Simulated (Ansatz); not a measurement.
Take GaP in the zinc blende structure (space group F-43m, No. 216) as the base.

```
GaP
1.0
    0.00000     2.69570     2.69570
    2.69570     0.00000     2.69570
    2.69570     2.69570     0.00000
Ga P
1 1
Cartesian
  0.00000   0.00000   0.00000
  1.34785   1.34785   1.34785
```

Cartesian axes are those of the cell as printed.

All numbers come from LDA (Ansatz, an electronic-structure program, PAW, without spin-orbit coupling).

Perturbation: uniaxial strain ε_zz = +0.50 %, all other strain components held at zero; the atoms relax in the strained cell.

Predict the stress tensor and what it implies for the stiffness.

Stress of the strained cell less that of the base (GPa, compression positive):
```
  -0.31    0.00    0.00
   0.00   -0.31    0.00
   0.00    0.00   -0.71
```

Then −Δσ_ii/ε with ε = 0.0050 gives relaxed-ion elastic constants: C33 ≈ 141 GPa, C13 ≈ 63 GPa and C23 ≈ 63 GPa.

No phonon test of stability was made.
